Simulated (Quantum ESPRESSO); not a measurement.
A working Quantum ESPRESSO input for TbP (Fm-3m, 2 atoms in the cell) (DFT, PBEsol, plane waves, SSSP 1.1.2 efficiency (PBE) pseudopotentials):

```fortran
&control
   calculation = 'scf'
   prefix = 'scf'
   outdir = './tmp'
   pseudo_dir = './'
   tprnfor = .true.
   tstress = .true.
/
&system
   ibrav = 2
   A = 5.68800000
   nat = 2
   ntyp = 2
   ecutwfc = 50
   ecutrho = 400
   occupations = 'smearing'
   smearing = 'gauss'
   degauss = 0.0036749
   nspin = 2
   starting_magnetization(1) = 0.316
   input_dft = 'pbesol'
/
&electrons
   conv_thr = 1e-10
   mixing_beta = 0.5
/
ATOMIC_SPECIES
Tb   158.9254  Tb.GGA-PBE-paw-v1.0.UPF
P     30.9738  P.pbe-n-rrkjus_psl.1.0.0.UPF
ATOMIC_POSITIONS bohr
Tb    0.00000000    0.00000000    0.00000000
P    -5.37438110    5.37438110    5.37438110
K_POINTS automatic
10 10 10  0 0 0
```

The run converged in 20 iterations: free energy E − TS -10003.5914 eV; Fermi level (on the code's own zero) 11.32 eV; pressure -4.05 GPa; size of the cell's spin moment 6.00 μB; site moments (μB, in the program's spheres or projections) Tb 5.94, P -0.01. Each of these slips is then made, one at a time:

(1)
```diff
-   ecutwfc = 50
-   ecutrho = 400
+   ecutwfc = 15
+   ecutrho = 120
```

(2)
```diff
-K_POINTS automatic
-10 10 10  0 0 0
```

Task: What happens in each case?

Result: 
(1) A basis or grid far too coarse for these potentials. The run converged in 18 iterations without an error; against the sound input the free energy rises by 2.48 eV/atom, the pressure goes from -4.05 to -108.8 GPa and the size of the net moment stays at 3.00 μB/atom.

(2) No k-points given. The run ended unconverged after 100 iterations.

The starting cell comes from a database of published, mostly measured structures (it also holds non-ambient and calculated ones), without a prior relaxation at this level. With one magnetic atom in the cell only a parallel order is possible. With U or open f shells several self-consistent states can exist. The f electrons are in the valence without U or exact exchange, which can misplace them near the Fermi level. Spin-orbit terms, which matter for f shells, are left out. In the base run, with a pressure of about -4 GPa the cell is away from its equilibrium volume at this level.

Left out of this page: 3 runs of the series outside the window shown, repeating another row's setting, or not comparable; 1 run of the series stopped by limits of time or memory.
